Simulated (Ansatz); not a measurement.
Hypothetical diamond Cu: thickness series

The reference is Cu in the diamond structure (space group Fd-3m, No. 227; a hypothetical phase, not in the database extracts checked).

```
Cu
1.0
    0.00000     2.61538     2.61538
    2.61538     0.00000     2.61538
    2.61538     2.61538     0.00000
Cu
2
Cartesian
  1.30769   1.30769   1.30769
  0.00000   0.00000   0.00000
```

Cartesian axes are those of the cell as printed.

Free-standing slabs (2 atom(s) a layer) normal to [110] with 15 Å of vacuum; in-plane cell held at bulk.

Level of theory: PBEsol/PAW in Ansatz (an electronic-structure program), no spin-orbit coupling.

Notes on the quantities. excess energy per area of both faces: slab less bulk energy over the cell's area: twice a surface energy; uncertain by up to 0.1 J/m².

```tsv
case	shortest interatomic distance	excess energy per area of both faces	thickness between the outermost nuclei
base	2.265 Å	–	–
1 layer	2.247 Å	–	–
2 layers	2.282 Å	1.60 J/m²	1.89 Å
3 layers	[?]	[?]	3.81 Å
4 layers	2.277 Å	1.7 J/m²	5.70 Å
5 layers	2.273 Å	1.7 J/m²	7.58 Å
6 layers	2.267 Å	1.7 J/m²	9.40 Å
7 layers	2.263 Å	1.7 J/m²	11.26 Å
```

Task: Some entries are withheld; estimate them.

Result: 
- 3 layers, shortest interatomic distance: 2.271 Å
- 3 layers, excess energy per area of both faces: 1.64 J/m²

Slab and bulk use different k-meshes, which limits the precision of the excess energy. Stability against distortions was not tested. All final runs are without spin polarisation.
